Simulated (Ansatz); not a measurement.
Worked example: self-consistent single point of Tl2Pd (P1, 6 atoms in the cell) in Ansatz (an electronic-structure program).

Computed with PBEsol, default PAW files made with PBE (plane waves; Ansatz).

```yaml
crystal:
  lattice:
    - [4.43625, -3.39313, 0.00000]
    - [4.43625, 3.39313, 0.00000]
    - [-3.74448, 0.00000, 4.43832]
  atoms:
    - { symbol: Tl, position: [0.50474, 0.83692, 0.17771] }
    - { symbol: Tl, position: [0.50001, 0.16783, 0.83356] }
    - { symbol: Tl, position: [0.16783, 0.50001, 0.33356] }
    - { symbol: Tl, position: [0.83217, 0.49999, 0.66644] }
    - { symbol: Pd, position: [0.00080, 0.99920, 0.25000] }
    - { symbol: Pd, position: [0.99920, 0.00080, 0.75000] }
```

Reference input (self-consistent single point, DFT, PBEsol, plane waves, default PAW files made with PBE): basis.ecutwfc = 420 eV; kpoints.mp_grid.grid = 4 4 5; hamiltonian.xc = pbesol; hamiltonian.pseudopotentials = {kind: paw} (the program's default PAW files); scf.occupations.method = fermi_dirac; scf.occupations.width = 0.1 eV. This run's input differs from it in these lines:

Ansatz 0.2 input:
```diff
@@ -21,3 +21,3 @@
 scf:
-  occupations: { method: fermi_dirac, width: 0.1 eV }
+  occupations: { method: fermi_dirac, width: 0.3 eV }
 output:
```

Output (repeated stretches shortened):

```
SCF iter   1: F=—  HF=-58997.355901 eV  |F-HF|=—  |Δ(HF+E_count)|=         —  Δρ=7.76e-3  dr2=1.07e-1  ethr=1.77e-3  ⟨swp⟩=7.9  Hψ=9541  notcnv=0
all-band conjugate gradients solve this SCF's bands
preconditioner: auto → Kerker (q_TF=auto, 2.545 Å⁻¹)
SCF iter   2: F=—  HF=-58997.341375 eV  |F-HF|=—  |Δ(HF+E_count)|=   1.45e-2  Δρ=3.25e-3  dr2=2.19e-2  ethr=1.22e-4  ⟨swp⟩=1.0  Hψ=2772  notcnv=0
SCF iter   3: F=—  HF=-58997.337661 eV  |F-HF|=—  |Δ(HF+E_count)|=   3.71e-3  Δρ=6.37e-4  dr2=1.05e-3  ethr=2.49e-5  ⟨swp⟩=2.3  Hψ=3935  notcnv=0
SCF iter   4: F=—  HF=-58997.337483 eV  |F-HF|=—  |Δ(HF+E_count)|=   1.77e-4  Δρ=1.56e-4  dr2=9.52e-5  ethr=1.20e-6  ⟨swp⟩=1.1  Hψ=2399  notcnv=0
SCF iter   5: F=—  HF=-58997.337463 eV  |F-HF|=—  |Δ(HF+E_count)|=   2.02e-5  Δρ=4.81e-5  dr2=7.19e-6  ethr=1.08e-7  ⟨swp⟩=2.2  Hψ=3199  notcnv=0
SCF iter   6: F=—  HF=-58997.337462 eV  |F-HF|=—  |Δ(HF+E_count)|=   1.37e-6  Δρ=1.37e-5  dr2=4.52e-7  ethr=8.17e-9  ⟨swp⟩=2.3  Hψ=3302  notcnv=0
SCF iter   7: F=-58997.337462 eV  HF=-58997.337462 eV  |F-HF|=7.51e-9  |Δ(HF+E_count)|=   5.66e-8  Δρ=3.26e-6  dr2=1.96e-8  ethr=1.14e-10  ⟨swp⟩=5.8  Hψ=9023  notcnv=0
SCF 1 converged in 7 iterations: F = -58997.337462 eV  dr2 = 1.96e-8
Free energy (F): -58997.337462 eV
Internal energy: -58996.553468 eV  (E = F + TS)
E sigma→0 (E₀):  -58996.945465 eV
Entropy (-TS):   -0.783994 eV (-130.666 meV/atom)
Fermi energy:    13.414878 eV
--- Forces (eV/Å), atoms counted from 1 ---
  atom   1  Tl     0.00044161     0.04493768    -0.15636288
  atom   2  Tl    -0.03877993     0.01209577     0.04626285
  atom   3  Tl    -0.01462161     0.01269590     0.00522622
  atom   4  Tl     0.02851496    -0.01298617     0.04181240
  atom   5  Pd     0.00996663     0.00066213    -0.00681744
  atom   6  Pd     0.01447805    -0.05740235     0.06987954
--- Stress (GPa, compression-positive) ---
       -1.431537      -0.055101       0.165346
       -0.055101      -1.383451       0.025163
        0.165346       0.025163      -1.266908
  P = ⅓ Tr σ = -1.3606 GPa (-13.606 kbar)
  The stress holds the Pulay correction. Without it, at fixed plane waves, as pw.x and ABINIT print it: P = -1.4095 GPa
```

The run converged in 7 iterations. Against the reference run the free energy falls by 60.4 meV/atom, the pressure goes from -1.77 to -1.36 GPa and the largest force goes from 0.157 to 0.163 eV/Å.

The starting cell comes from a database of computed structures (which also holds hypothetical and non-ambient phases and stackings), without a prior relaxation at this level. Its lattice was rescaled by up to half a per cent. One atom was moved a little off its site on purpose. Spin polarisation is off. Ansatz's pressure includes its estimate of the finite-basis (Pulay) stress.
